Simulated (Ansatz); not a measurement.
**Effect of tensor shear ε_yz = +1.95 % on hypothetical P4_2/mnm WTe2**

Take WTe2 (space group P4_2/mnm, No. 136; a = 6.596 Å, c = 3.577 Å; a hypothetical phase, not in the database extracts checked) as the base. Axes: x, y, z lie along a, b, c of the conventional cell.

It is then changed as follows: a pure shear with ε_yz = ε_zy = 0.0195, atoms relaxed at fixed cell.

Calculations: plane-wave PAW DFT at the PBEsol level (Ansatz, an electronic-structure program, 420 eV), no spin-orbit coupling, earlier PAW set. Γ-centred 7×7×13 mesh, Fermi–Dirac width 0.05 eV.

- Volume per atom: 25.93 Å³ (base 25.94 Å³)
- Space group: P2_1/c (No. 14) (base P4_2/mnm (No. 136))
- Shortest interatomic distance: 2.720 Å (base 2.659 Å)
- Energy relative to the base (free energy F): -70 meV/atom
- Pressure (mean of the normal stresses, compression positive): -6.4 GPa (base 0.0 GPa)
- Band gap: zero (base zero)
- Largest internal atomic displacement: 0.596 Å
- Stress (xx, yy, zz, yz, xz, xy; compression positive): (-11.3, -1.6, -6.2, -2.1, 0.0, 0.0) GPa (rough)

Final structure:

```yaml
crystal:
  lattice:
    - [6.59635, 0.00000, 0.00000]
    - [0.00000, 6.59635, 0.12863]
    - [0.00000, 0.06976, 3.57750]
  atoms:
    - { symbol: W, position: [0.50000, 0.50000, 0.50000] }
    - { symbol: W, position: [0.00000, 0.00000, 0.00000] }
    - { symbol: Te, position: [0.72053, 0.84824, 0.50470] }
    - { symbol: Te, position: [0.22053, 0.65176, 0.99530] }
    - { symbol: Te, position: [0.77947, 0.34824, 0.00470] }
    - { symbol: Te, position: [0.27947, 0.15176, 0.49530] }
```

Without a gap, meshes like the base's 7×7×13 leave anisotropic stresses uncertain by several tenths of a GPa, and small strain energies with them. The cells carry an imposed strain or load. Stability against distortions was not tested. The final runs are not spin-polarised. Under tensor shear ε_yz = +1.95 % the cell ends below the base's energy or with stress of the wrong sign: the atoms slid into a distortion or the cell is elastically unstable, so the base is not a stable minimum at this level. WTe2 has a high density of states at the Fermi level and may be magnetic at this level.
